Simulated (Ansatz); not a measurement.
Output of an Ansatz run (abridged):

```
WARN ansatz: RAYON_NUM_THREADS=1 ignored (pool sized by the plan → 1); use --threads N
basis.fft_grid_basis auto: the FFT boxes are laid along the combinations [[1, -1, 0], [0, 1, 0], [0, 0, 1]] of the cell's own vectors, 3.398, 7.499 and 13.620 …
Pseudopotentials: kind: paw
Pseudopotential: Ti, paw, valence charge 12
Pseudopotential: P, paw, valence charge 5
Crystal: 22 atoms, lattice volume = 326.802 Å³
Basis set: ecut = 420 eV, 6397 PW (Γ), FFT grids on a1−a2, a2, a3, exchange–correlation on 48×108×192 points (8 copies of the dense FFT grid, shifted against one another)
Bands: 126, of which v1, the nominal top of the filled ones, is band 104 counted from 1 (103 counted from 0)
Symmetry: 4 space group operations
Space group: C2/m (ITA 12), of the structure as read, at distance tolerance 6.9e-5 Å
k-points: 26 of 72
PAW frozen core: Ti, regenerated for the run's functional, and the local potential with it
PAW frozen core: P, regenerated for the run's functional, and the local potential with it
Initial density: superposition of atomic densities (neutral atoms: chi_scale 0, normalization atom), corrected by the library's trained network
Initial wavefunctions: pseudopotential atomic-orbital guess
Eigensolver: davidson
Functional: x = pbesol(κ = 0.804, μ = 0.12345679012345678), c = pbesol(β = 0.046)
SCF iter   1: F=—  HF=-40581.928654 eV  |F-HF|=—  |Δ(HF+E_count)|=         —  Δρ=8.21e-3  dr2=2.03e-1  ethr=1.77e-3  ⟨swp⟩=7.2  Hψ=13837  notcnv=0
all-band conjugate gradients solve this SCF's bands
preconditioner: auto → Kerker (q_TF=auto, 2.530 Å⁻¹)
SCF iter   2: F=—  HF=-40581.880637 eV  |F-HF|=—  |Δ(HF+E_count)|=   4.80e-2  S|Δr|=    0.00e0  Δρ=3.94e-3  dr2=6.02e-2  ethr=9.78e-5  ⟨swp⟩=2.0  Hψ=4440  notcnv=0  defer=345
SCF iter   3: F=—  HF=-40581.867491 eV  |F-HF|=—  |Δ(HF+E_count)|=   1.31e-2  S|Δr|=    0.00e0  Δρ=9.59e-4  dr2=4.73e-3  ethr=2.89e-5  ⟨swp⟩=2.0  Hψ=3876  notcnv=0  defer=345
SCF iter   4: F=—  HF=-40581.866426 eV  |F-HF|=—  |Δ(HF+E_count)|=   1.07e-3  S|Δr|=    0.00e0  Δρ=2.62e-4  dr2=4.61e-4  ethr=2.27e-6  ⟨swp⟩=2.0  Hψ=4046  notcnv=0  defer=345
SCF iter   5: F=—  HF=-40581.866326 eV  |F-HF|=—  |Δ(HF+E_count)|=   9.97e-5  S|Δr|=    0.00e0  Δρ=7.36e-5  dr2=3.33e-5  ethr=2.22e-7  ⟨swp⟩=2.0  Hψ=4129  notcnv=0  defer=345
SCF iter   6: F=—  HF=-40581.866469 eV  |F-HF|=—  |Δ(HF+E_count)|=   1.43e-4  S|Δr|=    0.00e0  Δρ=2.46e-5  dr2=2.90e-6  ethr=1.60e-8  ⟨swp⟩=2.0  Hψ=3998  notcnv=0  defer=345
SCF iter   7: F=—  HF=-40581.866469 eV  |F-HF|=—  |Δ(HF+E_count)|=   4.14e-7  S|Δr|=    0.00e0  Δρ=7.13e-6  dr2=3.39e-7  ethr=1.39e-9  ⟨swp⟩=2.0  Hψ=3960  notcnv=0  defer=345
SCF iter   8: F=-40581.866469 eV  HF=-40581.866469 eV  |F-HF|=1.63e-8  |Δ(HF+E_count)|=   3.08e-8  S|Δr|=    0.00e0  Δρ=1.86e-6  dr2=2.39e-8  ethr=4.81e-11  ⟨swp⟩=11.7  Hψ=13527  notcnv=0
SCF 1 converged in 8 iterations: F = -40581.866469 eV  dr2 = 2.39e-8
SCF converged after 8 iterations
Stability not checked (fill_not_monotonic)
Free energy (F): -40581.866469 eV
Harris-Foulkes:  -40581.866469 eV  (|F-HF|=1.63e-8)
Internal energy: -40581.874966 eV  (E = F + TS)
E sigma→0 (E₀):  -40581.869301 eV
Entropy (-TS):   0.008498 eV (0.386 meV/atom)
Fermi energy:    13.722842 eV
--- Per-component energies (eV) ---
  E_band       = -1850.364212
  E_kinetic    = 4417.842046
  E_local      = -12125.985360  (includes V_loc(G=0)·N_el)
  E_nonlocal   = 397.349578
  E_hartree    = 5066.165799
  E_xc         = -1868.570702
  E_vxc        = -2222.057860  (∫ρ·V_xc dr)
  E_paw        = -18749.706244  (= ΣΔE_a)
  E_vpaw       = -2449.842348  (= ΣTr[D̂ρ^β])
  E_aug_tail   = 0.001647  (compensation charges beyond the density's cutoff)
  E_ewald      = -17721.291879
  E_core_change = 2.320149  (= ΣΔE_core)
  E_smearing   = 0.008498  (= −TS)
  E_closure    = 0.000000  (closes the sum)
  Σ components = -40581.866469   (vs F -40581.866469, Δ=0.00e0)
--- Forces (eV/Å), atoms counted from 1 ---
  atom   1  Ti    -0.00000000     0.00000000    -0.00000000
  atom   2  Ti     0.00000000     0.00000000     0.00000000
  atom   3  Ti    -0.02987380    -0.00000000    -0.00226995
  atom   4  Ti     0.02987380     0.00000000     0.00226995
  atom   5  Ti     0.03559588     0.00000000    -0.00304133
  atom   6  Ti    -0.03559588     0.00000000     0.00304133
  atom   7  Ti    -0.00314873    -0.00000000     0.03735256
  atom   8  Ti     0.00314873     0.00000000    -0.03735256
  atom   9  Ti     0.00269760     0.00000000     0.00117750
  atom  10  Ti    -0.00269760    -0.00000000    -0.00117750
  atom  11  Ti     0.05357084     0.00000000     0.01073089
  atom  12  Ti    -0.05357084    -0.00000000    -0.01073089
  atom  13  Ti     0.10753240    -0.00000000     0.00602321
  atom  14  Ti    -0.10753240     0.00000000    -0.00602321
  atom  15  P      0.07315691    -0.00000000     0.00575351
  atom  16  P     -0.07315691     0.00000000    -0.00575351
  atom  17  P      0.00469212    -0.00000000     0.03777315
  atom  18  P     -0.00469212     0.00000000    -0.03777315
  atom  19  P      0.00761320    -0.00000000     0.04221279
  atom  20  P     -0.00761320     0.00000000    -0.04221279
  atom  21  P      0.02182618    -0.00000000    -0.02277106
  atom  22  P     -0.02182618     0.00000000     0.02277106
  max |Σ_I F_I| component: 1.39e-17 eV/Å
--- Stress (GPa, compression-positive) ---
       -4.054959       0.000000       0.249952
        0.000000      -5.011106       0.000000
        0.249952       0.000000      -4.180453
  P = ⅓ Tr σ = -4.4155 GPa (-44.155 kbar)
  The stress holds the Pulay correction. Without it, at fixed plane waves, as pw.x and ABINIT print it: P = -4.4393 GPa
--- Band table (eV; the first three rows and the last of 26) ---
  k-point 0: bands = ["-42.7978", "-42.7777", "-42.7669", "-42.7421", "-42.6198", "-42.6137", "-42.5971", "-42.5944", "-42.5816", "-42.5732", "-42.4356", "-42.3310", "-42.3307", "-42.3211", "-19.2799", "-19.2562", "-19.2216", "-19.2183", "-19.1956", [...]
  k-point 1: bands = ["-42.7978", "-42.7777", "-42.7669", "-42.7421", "-42.6196", "-42.6141", "-42.5965", "-42.5948", "-42.5817", "-42.5733", "-42.4356", "-42.3309", "-42.3309", "-42.3211", "-19.2808", "-19.2549", "-19.2217", "-19.2163", "-19.1954", [...]
  k-point 2: bands = ["-42.7944", "-42.7771", "-42.7632", "-42.7419", "-42.6150", "-42.6102", "-42.5948", "-42.5931", "-42.5780", "-42.5716", "-42.4364", "-42.3312", "-42.3310", "-42.3222", "-19.2741", "-19.2566", "-19.2307", "-19.2253", "-19.2198", [...]
  k-point 25: bands = ["-42.7970", "-42.7785", "-42.7654", "-42.7437", "-42.6189", "-42.6116", "-42.5985", "-42.5978", "-42.5802", "-42.5730", "-42.4355", "-42.3310", "-42.3303", "-42.3213", "-19.2818", "-19.2524", "-19.2327", "-19.2095", [...]
```

The structure:

```
CELL_PARAMETERS angstrom
      7.30381    -1.69915     0.00000
      7.30381     1.69915     0.00000
     -3.48417     0.00000    13.16658
ATOMIC_POSITIONS crystal
  Ti 0.00000 0.00000 0.50000
  Ti 0.50000 0.50000 0.00000
  Ti 0.57076 0.57076 0.66955
  Ti 0.42924 0.42924 0.33045
  Ti 0.80366 0.80366 0.19241
  Ti 0.19634 0.19634 0.80759
  Ti 0.79469 0.79469 0.70600
  Ti 0.20531 0.20531 0.29400
  Ti 0.66025 0.66025 0.46848
  Ti 0.33975 0.33975 0.53152
  Ti 0.99609 0.99609 0.83710
  Ti 0.00391 0.00391 0.16290
  Ti 0.82084 0.82084 0.95833
  Ti 0.17916 0.17916 0.04167
  P  0.82144 0.82144 0.39023
  P  0.17856 0.17856 0.60977
  P  0.62701 0.62701 0.89585
  P  0.37299 0.37299 0.10415
  P  0.63037 0.63037 0.15730
  P  0.36963 0.36963 0.84270
  P  0.93845 0.93845 0.65023
  P  0.06155 0.06155 0.34977
```

Question: Write an input that gives this output.

Answer: Other spellings and defaults could give the same log, and not every line can be read from it. The input that was run (DFT, PBEsol, plane waves, default PAW files made with PBE):

Ansatz 0.2 input:
```yaml
crystal:
  lattice:
    - [7.30381000, -1.69915000, 0.00000000]
    - [7.30381000, 1.69915000, 0.00000000]
    - [-3.48417100, 0.00000000, 13.16658500]
  atoms:
    - { symbol: Ti, position_ang: [-1.74208550, 0.00000000, 6.58329250] }
    - { symbol: Ti, position_ang: [7.30381000, 0.00000000, 0.00000000] }
    - { symbol: Ti, position_ang: [6.00461850, 0.00000000, 8.81568699] }
    - { symbol: Ti, position_ang: [5.11883050, 0.00000000, 4.35089801] }
    - { symbol: Ti, position_ang: [11.06917055, 0.00000000, 2.53338262] }
    - { symbol: Ti, position_ang: [0.05427845, 0.00000000, 10.63320238] }
    - { symbol: Ti, position_ang: [9.14870481, 0.00000000, 9.29560901] }
    - { symbol: Ti, position_ang: [1.97474419, 0.00000000, 3.87097599] }
    - { symbol: Ti, position_ang: [8.01241667, 0.00000000, 6.16828174] }
    - { symbol: Ti, position_ang: [3.11103233, -0.00000000, 6.99830326] }
    - { symbol: Ti, position_ang: [11.63390466, 0.00000000, 11.02174830] }
    - { symbol: Ti, position_ang: [-0.51045566, 0.00000000, 2.14483670] }
    - { symbol: Ti, position_ang: [8.65153321, 0.00000000, 12.61793340] }
    - { symbol: Ti, position_ang: [2.47191579, 0.00000000, 0.54865160] }
    - { symbol: P, position_ang: [10.63965532, -0.00000000, 5.13799646] }
    - { symbol: P, position_ang: [0.48379368, -0.00000000, 8.02858854] }
    - { symbol: P, position_ang: [6.03782923, -0.00000000, 11.79528517] }
    - { symbol: P, position_ang: [5.08561977, 0.00000000, 1.37129983] }
    - { symbol: P, position_ang: [8.66014532, 0.00000000, 2.07110382] }
    - { symbol: P, position_ang: [2.46330368, 0.00000000, 11.09548118] }
    - { symbol: P, position_ang: [11.44300848, 0.00000000, 8.56130856] }
    - { symbol: P, position_ang: [-0.31955948, 0.00000000, 4.60527644] }
basis:
  ecutwfc: 420.0 eV
kpoints:
  mp_grid: { grid: [6, 6, 2] }
hamiltonian:
  xc: pbesol
  pseudopotentials: { kind: paw }
scf:
  occupations: { method: cold, width: 0.1 eV }
output:
  forces: true
  eigenvalues: true
  stress: true
```

The starting cell comes from a database of computed structures (which also holds hypothetical and non-ambient phases and stackings), without a prior relaxation at this level. Spin polarisation is off, so a magnetic state, if there is one, cannot be reached. With a pressure of about -4 GPa the cell is away from its equilibrium volume at this level. Ansatz's pressure includes its estimate of the finite-basis (Pulay) stress.

Ansatz is a quantum-chemistry and plane-wave program.
